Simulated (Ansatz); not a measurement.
# CoSi: point defects

Start from an 8-atom supercell of CoSi (space group P2_13, No. 198; a = 4.386 Å; non-magnetic) at its relaxed geometry.

One neutral defect a cell, atoms relaxed at fixed cell.

The values are results of DFT with PBEsol, PAW potentials and a 420 eV plane-wave cutoff in Ansatz (a first-principles code), scalar-relativistic without spin-orbit coupling, not measurements.

| change | pressure | largest displacement of a host atom from its site in the perfect cell |
|---|---|---|
| perfect supercell | 0.0 GPa | – |
| Co interstitial (started 1.58 Å from the nearest host atom) | 46.4 GPa | 0.43 Å |
| S on a Si site, symmetric start | 5.5 GPa | 0.05 Å |
| Si on a Co site (antisite), symmetric start | 17.5 GPa | 0.09 Å |
| Co vacancy | -7.4 GPa | 0.08 Å |
| Tl on a Si site | … | … |

Task: Some entries are withheld; estimate them.

Result: 
- Tl on a Si site, pressure: 37.3 GPa
- Tl on a Si site, largest displacement of a host atom from its site in the perfect cell: 0.14 Å

The magnetic state is the one reached from the starting moments; the real material's order can differ, and small cells can't hold many antiferromagnetic ones. The cell is small, so the values are those of an ordered compound at a high defect concentration; dilute-limit values will differ. Defects with a symmetric start kept the site's symmetry and may sit on a saddle; the others started slightly shaken. Seeded moments were not kept for Co interstitial (started 1.58 Å from the nearest host atom), the base, S on a Si site and Si on a Co site (antisite) and more. Spin-polarised in the final run: Co interstitial (started 1.58 Å from the nearest host atom), S on a Si site, Si on a Co site (antisite), Co vacancy and Tl on a Si site; the other runs are not.
